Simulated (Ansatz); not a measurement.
Consider the following.

```
Si
1.0
    3.84928     0.00000     0.00000
   -1.92464     3.33357     0.00000
    1.92464     1.11119     3.14292
Si
2
Direct
  0.50000   0.75000   0.75000
  0.00000   0.00000   0.00000
```

The cell is taken as given.

Transport runs along the normal of the first two printed cell vectors, the (111) plane of the conventional cell.

The gap is the functional's own. No spin-orbit coupling. Mid-gap values are those at the computed energy nearest the middle.

Question: Predict the band gap and the smallest decay constant κ at mid-gap from r2SCAN run with Ansatz (a program for electronic structure).

Answer: Gap 0.77 eV on a 12×12×12 mesh; κ = 0.092 1/Å, at the zone centre.
